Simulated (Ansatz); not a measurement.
Take PbS in the rock salt structure (space group Fm-3m, No. 225; a = 5.903 Å) as the base. Axes: x, y, z lie along the cube axes.

One thing is altered: uniaxial stress, 1 GPa compression along x; all other stress components relax to zero.

Levels (all Ansatz, a first-principles code, PAW, earlier PAW set): PBEsol (420 eV, no spin-orbit coupling); HSE06 (420 eV, no spin-orbit coupling).

The geometry is relaxed with PBEsol.

- PBEsol lowest conduction level above the VBM at special points = N 0.18 eV; R 2.07 eV; G 2.07 eV; Γ 5.15 eV

With HSE06 at the same geometry, the lowest conduction level above the VBM at special points changes from N 0.18 eV; R 2.07 eV; G 2.07 eV; Γ 5.15 eV to N 0.70 eV; R 2.69 eV; G 2.69 eV; Γ 6.01 eV.

Single points use the geometry relaxed with PBEsol. The hybrid gap comes from the SCF mesh plus the semilocal run's edge points and a few special points and is an upper bound. The levels and masses belong to the bands next to the band gap. Load acts through the strain it causes; cell and atoms are relaxed under it. Beyond what the load breaks, stability against distortions was not tested. Labels are those of the standard path for the cell's own space group.
